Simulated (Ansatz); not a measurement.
Seebeck coefficient (μV/K, mean over directions) of p-type CdF2 (Fm-3m) against carrier density, PBEsol, rigid bands (Ansatz, a quantum-chemistry and plane-wave program). Computed gap 2.95 eV; densities at which minority carriers matter at this gap, or further valleys turn the trend, are left out. Conductivity mass 3.0 mₑ (harmonic mean over directions), N_v = 9.5e20 cm⁻³ at 300 K.

```csv
hole density,300 K,500 K
1e16 cm⁻³,(withheld),1256
1e17 cm⁻³,1000,1058
1e18 cm⁻³,801,859
3e18 cm⁻³,707,765
1e19 cm⁻³,603,661
3e19 cm⁻³,509,566
1e20 cm⁻³,(withheld),463
3e20 cm⁻³,313,(withheld)
1e21 cm⁻³,214,267
```

Some entries are withheld; supply them.


- 1e16 cm⁻³, 300 K: 1198
- 1e20 cm⁻³, 300 K: 405
- 3e20 cm⁻³, 500 K: 369

Rigid bands with a gap fixed in temperature, one relaxation time for all states, no polarons or phonon drag, and whether or not such doping can be reached. Spin-orbit coupling is left out; where it splits the top of the valence band, N_v and the p-type Seebeck coefficient come out somewhat high without it.

Formula and space group known from diffraction (Crystallography Open Database), not checked to be the room-temperature form: CdF2 (Fm-3m).
